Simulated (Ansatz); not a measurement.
# Short convergence ladders for BW (Imm2, 8 atoms in the cell)

```
CELL_PARAMETERS angstrom
     -1.57026     1.57026     8.48605
      1.57026    -1.57026     8.48605
      1.57026     1.57026    -8.48605
ATOMIC_POSITIONS crystal
  B  0.40926 0.90926 0.50000
  B  0.65631 0.65631 0.00000
  B  0.34369 0.34369 0.00000
  B  0.09369 0.59369 0.50000
  W  0.55312 0.05312 0.50000
  W  0.80312 0.80312 0.00000
  W  0.19688 0.19688 0.00000
  W  0.94688 0.44688 0.50000
```

Base method: LDA (PW92), default PAW files made with PBE (plane waves; Ansatz, a first-principles code).

Base settings: basis.ecutwfc = 30.9 Ry; kpoints.mp_grid.grid = 5 5 5; hamiltonian.xc = lda; hamiltonian.pseudopotentials = {kind: paw} (the program's default PAW files); scf.occupations.method = fermi_dirac; scf.occupations.width = 0.0073 Ry.

The count of work is k-points × plane waves × bands × iterations; it is no time. 

**The cutoff for other potential files**

Level: DFT, LDA (PW92), plane waves, harder PAW files (source: ansatz) made with PBE.

In this ladder: hamiltonian.pseudopotentials = {kind: paw, source: ansatz}.

The second cell is the first with its lattice scaled by 0.98.

The mesh stays at the base's, so the ladder's end is converged at best in this setting alone.

The first pressure column holds Ansatz's estimate of the finite-basis (Pulay) stress, which hides part of the cutoff error; the other is without it.

Only quantities that move along the ladder and can be compared are tabulated.

| basis.ecutwfc | free energy less the last step's (meV/atom) | energy of the compressed cell less the first (meV/atom) | pressure (GPa) | pressure without the Pulay estimate (GPa) | largest difference of a force vector from the last step's (eV/Å) | count of work / last |
|---|---|---|---|---|---|---|
| 25 Ry | 61712.80 | -572.94 | -156.59 | -5807.01 | 10.885 | 0.11 |
| 30.9 Ry | 7574.44 | -55.96 | -27.99 | -844.30 | 0.492 | 0.15 |
| 39 Ry | 409.35 | -8.73 | -13.53 | -76.06 | 0.027 | 0.23 |
| 47.4 Ry | 9.26 | -8.74 | -12.80 | -15.13 | 0.001 | 0.28 |
| 55.9 Ry | 1.07 | -8.83 | -12.79 | -12.81 | 0.000 | 0.35 |
| 66.9 Ry | 0.56 | -8.84 | -12.79 | -12.81 | 0.000 | 0.47 |
| 83.8 Ry | 0.23 | -8.85 | -12.80 | -12.81 | 0.000 | 0.66 |
| 111.7 Ry | 0.00 | -8.85 | -12.80 | -12.80 | 0.000 | 1.0 |

Coarsest basis.ecutwfc that holds the pressure without the Pulay estimate within 0.1 GPa of the last step, with all finer ones: 55.9 Ry, at 0.35 of the last step's count of work; the step before is off by 2.3 GPa.

Coarsest basis.ecutwfc that holds the pressure within 0.5 GPa of the last step, with all finer ones: 47.4 Ry, at 0.28 of the last step's count of work; the step before is off by 0.73 GPa.

Coarsest basis.ecutwfc that holds the forces within 0.01 eV/Å of the last step, with all finer ones: 47.4 Ry, at 0.28 of the last step's count of work; the step before is off by 0.027 eV/Å.

The energy difference between the two cells stays within 1 meV/atom of the last step's from 39 Ry on, the total only from 66.9 Ry on: much of the error is common to both cells and cancels.

At the lowest cutoff the pressure without the Pulay estimate lies 5790 GPa under the last step's, the usual sign of Pulay stress in an incomplete plane-wave basis.

**The relaxed cell against the cutoff**

On BW (I4_1/amd, 8 atoms in the cell): atoms on their sites.

In this ladder: relax = cell and atoms.

The mesh stays at the base's, so the ladder's end is converged at best in this setting alone.

Only quantities that move along the ladder and can be compared are tabulated.

| basis.ecutwfc | relaxed volume (Å³/atom) | relaxation steps |
|---|---|---|
| 15.4 Ry | 10.161 | 45 |
| 18.4 Ry | 10.118 | 17 |
| 21.7 Ry | 10.105 | 11 |
| 26.1 Ry | 10.089 | 8 |
| 30.9 Ry | 10.086 | 6 |
| 37.1 Ry | 10.085 | 6 |
| 46.3 Ry | 10.085 | 6 |
| 61.7 Ry | 10.085 | 6 |

Coarsest basis.ecutwfc that holds the relaxed volume within 0.01 Å³/atom of the last step, with all finer ones: 26.1 Ry; the step before is off by 0.020 Å³/atom.

At the lowest cutoff the cell relaxes to a volume 0.8 % larger than at the highest. Ansatz relaxes on a stress corrected for the finite basis.

On the base run: the starting cell comes from a database of computed structures (which also holds hypothetical and non-ambient phases and stackings), without a prior relaxation at this level. Its lattice was rescaled by up to half a per cent. One atom was moved a little off its site on purpose. Spin polarisation is off. Without a gap this mesh is coarse (it stands for a supercell whose shortest vector is 16 Å).

Keys are those of Ansatz 0.2.
